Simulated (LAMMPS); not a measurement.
Pressure dependence of Si (diamond structure) at 1010 K, from the crystal.

Computed with classical MD, pair style meam, file library.meam (library.meam-Si) (LAMMPS).

| P (GPa) | state | volume | coordination number |
|---|---|---|---|
| 0 | crystal; no diffusion seen in 30 ps | 20.740 ± 0.002 Å³/atom | 4.00 (counted to 3.06 Å) |
| 2 | crystal; no diffusion seen in 30 ps | 20.271 ± 0.001 Å³/atom | 4.00 (counted to 3.06 Å) |
| 5 | crystal; no diffusion seen in 30 ps | 19.668 ± 0.001 Å³/atom | 4.00 (counted to 2.98 Å) |

Caution: the potential MEAM library.meam-Si is a first-neighbour MEAM set with a 4 Å cutoff, used here without a parameter file and away from the static properties it was fitted to.

Caution (rows 2; 5): a run this short can hold a crystal over, or a liquid under, the potential's own melting point, which these runs don't give.

Estimate the isothermal bulk modulus at zero pressure. A parabola P(ln V) through the three points gives −dP/d ln V = 82 GPa at zero pressure.

States go by the mean squared displacement: a species diffuses where it passes 1.5 Å², still rises and gives D over 1e-6 cm²/s; a crystal has left its structure where atoms lie 0.35 Å off their sites on average or a cubic box changes its shape by 3 %, or the axial ratios of another lie 8 % off the starting cell's, which the potential's own relaxation can also do.

Errors shown are sampling errors alone.
